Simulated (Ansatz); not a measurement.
The starting structures come from a database of crystals and need not be the phases stable at ambient conditions.

Crystal: CaZrN2 (R-3m, not sure to be the ambient phase, 4 atoms a cell, 13.3 Å³ an atom); planes in its conventional cell.

All values below come from r2SCAN (plane waves, PAW; Ansatz, a quantum-chemistry and plane-wave program).

The gap is the functional's own. No spin-orbit coupling. Mid-gap values are interpolated on the energy grid.

```
plane  area of the cell (Å²)  mid-gap κ (1/Å)  largest κ in the gap (1/Å)
-----  ---------------------  ---------------  --------------------------
(001)                    9.5             0.16                        0.18
(110)                   32.2                ?                           ?
(101)                   18.9                ?                           ?
```

Question: The slowest decay depends on the direction. Supply the withheld values.

Answer: 
- (110), mid-gap κ (1/Å): 0.13
- (110), largest κ in the gap (1/Å): 0.13
- (101), mid-gap κ (1/Å): 0.14
- (101), largest κ in the gap (1/Å): 0.14
